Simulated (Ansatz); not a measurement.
The (100) surface of cubic BaHfO3 in its 1x1 cell (cut with top plane Ba + O, bottom plane Hf + 2 O), relaxed from an ideal cut (the real face may reconstruct), with unlike faces, outermost plane spacing 2.10 Å in the ideal cut

Level of theory: r2SCAN, at the PBE geometry (plane waves to 500 eV, PAW; Ansatz, a program for electronic structure).

Model: 15-atom slab, Ba3Hf3O9, 10.5 Å thick at the start, 6x6x1 mesh, Fermi-Dirac 0.025 eV, dipole correction, single point; on the structure that PBE left under its start's symmetry; no spin, no spin-orbit, no U.

| Property | Result |
|---|---|
| surface energy (mean of two unlike faces) | 1.24 J/m^2 |
| gap of the slab on its k-mesh | 2.81 eV |
| highest filled level below the top vacuum level | 3.28 eV |
| cost | roughly 100 core-seconds |
